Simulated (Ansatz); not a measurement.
Take CdS in the wurtzite structure (space group P6_3mc, No. 186; a = 4.124 Å, c = 6.708 Å) as the base. Axes: x lies along a and z along c of the hexagonal cell.

Method: PBEsol (Ansatz, a quantum-chemistry and plane-wave program; PAW; 420 eV plane waves; no spin-orbit coupling).

Before the change:

| Quantity | Value |
|---|---|
| Electron mass | 0.11 mₑ along c, 0.12 mₑ across (at Γ) |
| Band gap | 1.09 eV |
| Width of the top valence band | 1.74 eV |
| Valence-band top at Γ | 0.00, 0.00, -0.05 eV |

It is then changed as follows: biaxial strain −0.60 %, plane normal [001], relaxed out of plane (Cartesian); in-plane vectors clamped, the third vector and the atoms free.

**Question.** Estimate the effect on the electron mass.

**Answer.** The electron mass becomes 0.11 mₑ out of plane, 0.12 mₑ in plane (at Γ) (base: 0.11 mₑ along c, 0.12 mₑ across (at Γ)).

**Question.** How does this affect the band gap?

**Answer.** The band gap shrinks by 0.01 eV to 1.08 eV.

**Question.** What does the calculation give for the width of the top valence band after the change?

**Answer.** The width of the top valence band increases by 0.03 eV (1.74 eV → 1.77 eV).

**Question.** Estimate the effect on the valence-band top at Γ.

**Answer.** The valence-band top at Γ (three highest levels, from the VBM) changes from 0.00, 0.00, -0.05 eV to 0.00, 0.00, -0.09 eV.

Masses are band curvatures over ±0.01 Å⁻¹ around the edge. Whether these cells are dynamically stable was not tested.
